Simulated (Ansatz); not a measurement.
Base system: Hf in the hcp (Mg type) structure (space group P6_3/mmc, No. 194; a = 3.198 Å, c = 5.049 Å; relaxed with 0.1 eV smearing). Axes: x lies along a and z along c of the hexagonal cell.

All numbers come from r2SCAN (Ansatz, a first-principles code), scalar-relativistic without spin-orbit coupling, earlier PAW set.

Perturbation: an isotropic linear strain of +2.29 %; the atoms relax in the strained cell.

Question: Predict the stress tensor and what it implies for the stiffness.

Answer: Stress of the strained cell less that of the base (GPa, compression positive):
```
   -6.7     0.0     0.0
    0.0    -6.7     0.0
    0.0     0.0    -6.8
```

Then B = −ΔP/(ΔV/V₀) with ΔV/V₀ = 0.0703 gives secant stiffness values (nonlinear terms included at this strain): B (at held cell shape, above the free-shape value) ≈ 95 GPa.

As a check, the harmonic strain energy −½ V₀ Δσ:ε is 32 meV/atom; the computed energy rise is 34 meV/atom.

No phonon test of stability was made. The final runs are not spin-polarised.
